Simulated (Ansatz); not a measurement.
# TiO₂ (Pbcn, No. 60, 12 atoms in the cell; start mp-1439; high-pressure phase)

These are LDA in Ansatz (plane waves, PAW) values and carry that method's errors.

Settings: plane-wave cutoff 500 eV, 10×8×8 k mesh (along the axes of the cell as run), gaussian smearing 0.02 eV, no spin polarisation, scalar-relativistic PAW data made under PBE.

Cell (relaxed at this level):

```
CELL_PARAMETERS angstrom
      4.49924     0.00000     0.00000
      0.00000     5.43973     0.00000
      0.00000     0.00000     4.84108
ATOMIC_POSITIONS crystal
  Ti 0.50000 0.67408 0.75000
  Ti 0.50000 0.32592 0.25000
  Ti 0.00000 0.82592 0.25000
  Ti 0.00000 0.17408 0.75000
  O  0.72838 0.61769 0.08144
  O  0.27162 0.38231 0.91856
  O  0.77162 0.88231 0.58144
  O  0.22838 0.11769 0.41856
  O  0.22838 0.88231 0.91856
  O  0.77162 0.11769 0.08144
  O  0.27162 0.61769 0.41856
  O  0.72838 0.38231 0.58144
```

For TiO₂ (Pbcn, No. 60, 12 atoms in the cell; start mp-1439; high-pressure phase), the band gap is 2.68 eV (on the SCF k mesh).

Note: the relaxation could not lower the start's symmetry, so the cell can be a saddle point above a distorted one.

The computed numbers hold no vibrational or temperature effects.

Cost on a shared machine: very roughly 7 core-minutes.

A start named mp-… is a Materials Project structure, which need not be a measured phase.

Ansatz is a first-principles code.
